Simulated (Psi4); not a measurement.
Psi4 1.11, PBE/def2-svp: Mo(NMe)2(F)(OH) (C[N]=[Mo]([OH])([F])=[N]C), 14 atoms. The geometry is a generated start, not checked to be a minimum at this level.

```json
{
 "task": "energy",
 "method": "pbe",
 "basis": "def2-svp",
 "memory": "3 GB",
 "maxiter": "100",
 "keys_of_the_molecule_block": "symmetry c1",
 "scf_type": "df (default)",
 "guess": "auto, which took SAD (default)",
 "scf_initial_accelerator": "adiis (default)",
 "e_convergence": "1e-06 (default)",
 "d_convergence": "1e-06 (default)",
 "dft_radial_points": "75 (default)",
 "dft_spherical_points": "302 (default)",
 "effective_core_potentials": "those of the basis set, past Kr",
 "basis_functions": "150",
 "grid_points": "301652"
}
```

```xyz
14

Mo    -0.6586     0.4403     0.8718
N      0.3446    -0.9719     1.0489
C      1.2558    -2.0408     0.8947
H      1.4622    -2.2290    -0.1687
H      2.2028    -1.8230     1.4029
H      0.8445    -2.9574     1.3285
N     -0.8309     0.9126    -0.7957
C     -0.7114     1.0827    -2.1940
H     -1.6309     1.5073    -2.6088
H      0.1113     1.7683    -2.4296
H     -0.5215     0.1217    -2.6916
F     -2.3643    -0.1855     1.3198
O      0.0169     1.8096     1.8247
H      0.4795     2.5651     2.1970
```

Charge 0 and multiplicity 1 are set for this test and not shown to be the ground state.

One run each on 2 threads. Values of diis_max_vecs tried: 3, 6, 10 (default), 20.

### Question
Predict the course of the SCF iterations along this series.

### Answer
Fewest SCF iterations, within one of each other: 10 (default) with 14, 20 with 13. The count rises to 16 at 6. The run ends without SCF convergence in 100 iterations at 3.

| diis_max_vecs | SCF iterations | end |
|---|---|---|
| 3 | 100 | no convergence |
| 6 | 16 | same solution |
| 10 (default) | 14 | same solution |
| 20 | 13 | same solution |
